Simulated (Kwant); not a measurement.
Model system: Ge/Si0.2Ge0.8 stack with 2 barriers. One parabolic valley. Leads of mass 0.12 mₑ with the band edge at 0; grid 0.1 nm; bias swept from 0.0048 to 0.18 V, dropping linearly over the stack. Emitter Fermi level 0.015 eV, 4 K, equal in the collector.

```
layer  thickness (nm)  band offset (eV)  mass (mₑ)
-----  --------------  ----------------  ---------
1                   3              0.12       0.14
2                 3.1                 0       0.12
3                 3.9              0.12       0.14
```

Constants are typed, rounded textbook-type inputs, not results; the design itself was drawn at random and stands for no fabricated device.

Model: one-band effective-mass tight-binding model in one dimension, coherent, no space charge, current by the Tsu-Esaki formula (Kwant).

```csv
bias (V),A,B,C,D
0.004800,9.41,88.1,1800,12200
0.01084,19.6,208,4180,28000
0.02292,39.8,543,9670,61400
0.03501,74.7,1180,16900,97100
0.04105,102,1730,21400,116000
0.05313,194,3640,32800,154000
0.06521,389,7560,48200,193000
0.07125,568,10800,57400,212000
0.08334,1340,21000,78700,248000
0.09542,4030,37900,102000,277000
0.1075,18100,59700,122000,293000
0.1135,33600,69800,127000,292000
0.1256,54600,75600,119000,263000
0.1377,31300,42300,68200,182000
0.1437,18500,26900,47700,153000
0.1558,9300,15600,32600,135000
0.1679,6470,12000,28200,136000
0.1800,5320,10600,27200,144000
```

**Question.** Column A is the base. The others each differ by one change: temperature 4 → 150 K; temperature 4 → 300 K; temperature 4 → 77 K. Which is which?

**Answer.** B: temperature 4 → 77 K; C: temperature 4 → 150 K; D: temperature 4 → 300 K.
